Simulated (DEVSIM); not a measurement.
Structure: abrupt In0.53Ga0.47As n-p junction, at 250 K.

Layer 1 from the left is In0.53Ga0.47As, thickness (μm) 0.220, Nd (cm⁻³) 1.7e15, τn (s) 9.1e-10, τp (s) 9.1e-10. Layer 2 from the left is In0.53Ga0.47As, thickness (μm) 0.720, Na (cm⁻³) 1.4e16, τn (s) 9.1e-10, τp (s) 9.1e-10.

Left contact: ohmic. Right contact: ohmic. Voltage is applied to the left contact. Recombination: SRH at mid-gap, radiative. Mobility is μmin + (μ − μmin)/(1 + (N/Nref)^α).

Constants are typed, rounded textbook-type inputs, not results; the design itself was drawn at random and stands for no fabricated device. Values at 300 K; Nc and Nv go as T^1.5, mobilities as T to minus their exponent, the gap by Varshni's rule with the affinity fixed.

In0.53Ga0.47As: gap (eV) 0.74, affinity (eV) 4.51, permittivity 13.9, Nc (cm⁻³) 2.1e17, Nv (cm⁻³) 7.7e18, μn (cm²/Vs) 12000, μp (cm²/Vs) 300, μn,min 300, μp,min 10, Nref,n 1.3e17, Nref,p 4.9e17, αn 0.48, αp 0.4, T exponent of μn 1.6, T exponent of μp 1.6, B (cm³/s) 9.6e-11, Varshni α (eV/K) 0.00035, Varshni β (K) 190.

DEVSIM, 1D drift-diffusion, Boltzmann statistics, complete ionisation; no tunnelling, impact ionisation, image-force lowering or self-heating.

Question: What does the simulation give for the potential step across the device at zero bias, the dark forward voltage at 1 A/cm², the largest field in the device at zero bias?

Answer: potential step across the device at zero bias 0.527 V; dark forward voltage at 1 A/cm² 0.341 V; largest field in the device at zero bias 20000 V/cm.
